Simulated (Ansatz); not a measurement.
# Input and output of a self-consistent single point for P (P2/m, 2 atoms in the cell) (Ansatz)

Computed with LDA (PW92), default PAW files made with PBE (plane waves; Ansatz, a program for electronic structure).

This input was run:

Ansatz 0.2 input:
```yaml
# P
crystal:
  lattice:
    - [2.436813, 0.000000, 0.000000]
    - [0.000000, 2.450733, 0.000000]
    - [-0.020419, 0.000000, 4.876699]
  atoms:
    - { symbol: P, position: [0.000000, 0.000000, 0.250570] }
    - { symbol: P, position: [0.000000, 0.000000, 0.749430] }
basis:
  ecutwfc: 420.0
kpoints:
  mp_grid: { grid: [13, 13, 7] }
hamiltonian:
  xc: lda
  pseudopotentials: { kind: paw }
scf:
  occupations: { method: gaussian, width: 0.1 }
output:
  forces: true
  eigenvalues: true
  stress: true
```

The program printed (abridged):

```
WARN ansatz: RAYON_NUM_THREADS=1 ignored (pool sized by the plan → 1); use --threads N
Pseudopotentials: kind: paw
Pseudopotential: P, paw, valence charge 5
Crystal: 2 atoms, lattice volume = 29.124 Å³
Basis set: ecut = 420 eV, 545 PW (Γ)
Bands: 9, of which v1, the nominal top of the filled ones, is band 5 counted from 1 (4 counted from 0)
Symmetry: 4 space group operations
Space group: P2/m (ITA 10), of the structure as read, at distance tolerance 3.1e-5 Å
k-points: 322 of 1183
PAW frozen core: P, regenerated for the run's functional, and the local potential with it
Initial density: superposition of atomic densities (neutral atoms: chi_scale 0, normalization atom), corrected by the library's trained network
Initial wavefunctions: pseudopotential atomic-orbital guess
Eigensolver: davidson
Functional: x = slater, c = lda
SCF iter   1: F=—  HF=-1451.971543 eV  |F-HF|=—  |Δ(HF+E_count)|=         —  Δρ=4.83e-3  dr2=5.59e-3  ethr=1.77e-3  ⟨swp⟩=6.2  Hψ=23664  notcnv=0
all-band conjugate gradients solve this SCF's bands
preconditioner: auto → none
SCF iter   2: F=—  HF=-1451.969349 eV  |F-HF|=—  |Δ(HF+E_count)|=   2.19e-3  Δρ=2.72e-3  dr2=1.89e-3  ethr=5.59e-5  ⟨swp⟩=1.5  Hψ=5883  notcnv=0
SCF iter   3: F=—  HF=-1451.968430 eV  |F-HF|=—  |Δ(HF+E_count)|=   9.19e-4  Δρ=1.38e-4  dr2=4.63e-6  ethr=1.89e-5  ⟨swp⟩=2.4  Hψ=4448  notcnv=0
SCF iter   4: F=—  HF=-1451.968424 eV  |F-HF|=—  |Δ(HF+E_count)|=   5.03e-6  Δρ=2.58e-5  dr2=4.98e-7  ethr=4.63e-8  ⟨swp⟩=2.5  Hψ=4473  notcnv=0
SCF iter   5: F=—  HF=-1451.968424 eV  |F-HF|=—  |Δ(HF+E_count)|=   7.33e-8  Δρ=1.70e-5  dr2=3.24e-7  ethr=4.98e-9  ⟨swp⟩=2.0  Hψ=3725  notcnv=0
SCF iter   6: F=-1451.968424 eV  HF=-1451.968424 eV  |F-HF|=2.22e-8  |Δ(HF+E_count)|=   8.36e-8  Δρ=5.04e-6  dr2=2.50e-8  ethr=1.00e-9  ⟨swp⟩=5.0  Hψ=15313  notcnv=0
SCF 1 converged in 6 iterations: F = -1451.968424 eV  dr2 = 2.50e-8
SCF converged after 6 iterations
Free energy (F): -1451.968424 eV
Harris-Foulkes:  -1451.968424 eV  (|F-HF|=2.22e-8)
Internal energy: -1451.965271 eV  (E = F + TS)
E sigma→0 (E₀):  -1451.966848 eV
Entropy (-TS):   -0.003153 eV (-1.577 meV/atom)
Fermi energy:    10.918143 eV
--- Per-component energies (eV) ---
  E_band       = 41.010683
  E_kinetic    = 143.691837
  E_local      = -54.694689  (includes V_loc(G=0)·N_el)
  E_nonlocal   = 69.368656
  E_hartree    = 11.487670
  E_xc         = -123.962536
  E_vxc        = -123.919497  (∫ρ·V_xc dr)
  E_paw        = -1079.825449  (= ΣΔE_a)
  E_vpaw       = -16.411104  (= ΣTr[D̂ρ^β])
  E_aug_tail   = 0.000006  (compensation charges beyond the density's cutoff)
  E_ewald      = -418.265470
  E_core_change = 0.234703  (= ΣΔE_core)
  E_smearing   = -0.003153  (= −TS)
  E_closure    = -0.000000  (closes the sum)
  Σ components = -1451.968424   (vs F -1451.968424, Δ=0.00e0)
--- Forces (eV/Å), atoms counted from 1 ---
  atom   1  P     -0.00018785     0.00000000    -0.01222573
  atom   2  P      0.00018785     0.00000000     0.01222573
  max |Σ_I F_I| component: 1.73e-18 eV/Å
--- Stress (GPa, compression-positive) ---
       -4.151320       0.000000       0.232659
        0.000000      -4.719677       0.000000
        0.232659       0.000000      -2.660604
  P = ⅓ Tr σ = -3.8439 GPa (-38.439 kbar)
  The stress holds the Pulay correction. Without it, at fixed plane waves, as pw.x and ABINIT print it: P = -3.8996 GPa
--- Band table (eV; the first three rows and the last of 322) ---
  k-point 0: bands = ["-5.6377", "-1.2910", "2.1621", "15.6315", "15.8371", "15.8745", "17.5470", "17.6135", "18.4379"]
  k-point 1: bands = ["-5.5211", "-1.8479", "2.9391", "13.9398", "15.7227", "15.9578", "17.6544", "18.1975", "18.4259"]
  k-point 2: bands = ["-5.1733", "-2.8565", "4.6056", "11.4003", "15.9925", "16.2267", "17.6355", "17.8653", "17.9235"]
  k-point 321: bands = ["2.9310", "5.7246", "6.0256", "6.7827", "8.4432", "8.6414", "10.6083", "12.1872", "15.4042"]
```

The run converged in 6 iterations.

The starting cell comes from a database of computed structures (which also holds hypothetical and non-ambient phases and stackings), without a prior relaxation at this level. Its lattice was rescaled by up to half a per cent. With a pressure of about -4 GPa the cell is away from its equilibrium volume at this level. Ansatz's pressure includes its estimate of the finite-basis (Pulay) stress.
